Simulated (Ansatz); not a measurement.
Response to strain in In3SbTe2

Take In3SbTe2 (space group Immm, No. 71; a cell from a computed database, its experimental status unchecked) as the base.

```
In3SbTe2
1.0
   -2.20295     3.10491     6.62307
    2.20295    -3.10491     6.62307
    2.20295     3.10491    -6.62307
In Sb Te
3 1 2
Direct
  0.00000   0.00000   0.00000
  0.65920   0.65920   0.00000
  0.34080   0.34080   0.00000
  0.50000   0.00000   0.50000
  0.17223   0.67223   0.50000
  0.82777   0.32777   0.50000
```

Cartesian axes are those of the cell as printed.

Strains are applied to the cell and any free atomic positions relax; under biaxial strain the out-of-plane vector relaxes too; under stress the whole cell relaxes.

Method: plane-wave PAW DFT at the PBE level (Ansatz, a first-principles code, 420 eV), no spin-orbit coupling.

Notes on the quantities. energy relative to the base: free energy F; pressure: mean of the normal stresses, compression positive.

```tsv
variant	energy relative to the base	shortest interatomic distance	pressure	space group
base	0 meV/atom	5.763 bohr	0.0 GPa	Immm (No. 71)
biaxial strain +2.46 %, plane normal [001], relaxed out of plane	+8.2 meV/atom	5.795 bohr	-1.2 GPa	Immm (No. 71)
uniaxial strain ε_yy = +1.87 %	+2.6 meV/atom	5.771 bohr	-0.7 GPa	Immm (No. 71)
uniaxial stress, 0.5 GPa tension along x	+0.5 meV/atom	5.777 bohr	–	Immm (No. 71)
tensor shear ε_yz = +2.12 %	+3.0 meV/atom	5.763 bohr	0.0 GPa	C2/m (No. 12)
```

Without a gap, meshes like the base's 13×13×13 leave anisotropic stresses uncertain by several tenths of a GPa, and small strain energies with them. Beyond what the load breaks, stability against distortions was not tested. The final runs are not spin-polarised.
